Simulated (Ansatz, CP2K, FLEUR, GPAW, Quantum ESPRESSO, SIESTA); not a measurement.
Ga₂Cu (P4/mmm, 3 atoms in the cell) computed with different codes at matched settings

Self-consistent single point, at a second geometry (lattice scaled by 0.98). First geometry:

```
CELL_PARAMETERS angstrom
      2.79944     0.00000     0.00000
      0.00000     2.79944     0.00000
      0.00000     0.00000     5.80334
ATOMIC_POSITIONS crystal
  Ga 0.50000 0.50000 0.28432
  Ga 0.50000 0.50000 0.71568
  Cu 0.00000 0.00000 0.00000
```

Shared settings, as Ansatz (a program for electronic structure) writes them: kpoints.mp_grid.grid = 8 8 4; scf.occupations.method = gaussian; scf.occupations.width = 0.136 eV. Potentials and cutoffs stand in the table.

```json
[
 {"code": "Ansatz", "model": "LDA (PW92), PAW files made with PBE", "ΔF from the first geometry (meV/atom)": "-10.8", "pressure (GPa)": "1.40", "largest force (eV/Å)": "0.026", "cutoff": "default"},
 {"code": "FLEUR", "model": "LDA (Perdew-Zunger), all-electron FLAPW (FLEUR), scalar-relativistic valence", "ΔF from the first geometry (meV/atom)": "–", "pressure (GPa)": "–", "largest force (eV/Å)": "0.020", "cutoff": "Kmax 4.3 1/bohr"},
 {"code": "SIESTA", "model": "LDA PW92, numerical atomic orbitals DZP, PseudoDojo LDA standard norm-conserving potentials (rewritten from UPF to PSML)", "ΔF from the first geometry (meV/atom)": "-7.1", "pressure (GPa)": "2.32", "largest force (eV/Å)": "0.140", "cutoff": "grid 400 Ry"},
 {"code": "CP2K", "model": "LDA (Pade form), GPW, DZVP-MOLOPT-SR-GTH basis, GTH-PADE potentials (GTH_POTENTIALS)", "ΔF from the first geometry (meV/atom)": "-2.8", "pressure (GPa)": "3.07", "largest force (eV/Å)": "0.030", "cutoff": "grid 600 Ry"},
 {"code": "GPAW", "model": "LDA (Perdew-Wang 92), GPAW PAW datasets LDA (gpaw-data 1.0.1)", "ΔF from the first geometry (meV/atom)": "-3.2", "pressure (GPa)": "2.88", "largest force (eV/Å)": "0.003", "cutoff": "850 eV"},
 {"code": "Quantum ESPRESSO", "model": "LDA (PZ), PSlibrary ultrasoft (LDA) pseudopotentials", "ΔF from the first geometry (meV/atom)": "-8.9", "pressure (GPa)": "1.61", "largest force (eV/Å)": "0.006", "cutoff": "70 Ry"}
]
```

A dash marks a value that a program does not give, or that is left out as unsure.

On Ansatz's run: spin polarisation is off.

The spread over the programs that give each value: ΔF from the first geometry within 8.0 meV/atom; pressure within 1.67 GPa; largest force within 0.137 eV/Å.

SIESTA and CP2K use small atom-centred bases, whose incompleteness enters pressures, forces and empty levels differently from a plane-wave cutoff. FLEUR treats all electrons, but the usual bases taken here (sphere radii, linearisation, local orbitals, empty states) were not tested for convergence, so the values are no reference for the others. Ansatz's pressure is given at a fixed set of plane waves, as the other plane-wave codes print theirs; with its correction for the finite basis it is 1.45 GPa. The same LDA comes in different parametrisations, which differ slightly. In the pressure, CP2K (by 1.45) and GPAW (by 1.27) lie more than 1 GPa from the median of the plane-wave programs. In the force vectors, SIESTA (by 0.146) lies more than 0.08 eV/Å from the median of the plane-wave programs.

The starting cell comes from a database of computed structures (which also holds hypothetical and non-ambient phases and stackings), without a prior relaxation at this level. For this run, on top of that: lattice scaled by 0.98.

Left out of this page: ABINIT (with a known weakness of the program); Elk (not drawn, or without a comparable value).

Keys are those of Ansatz 0.2.
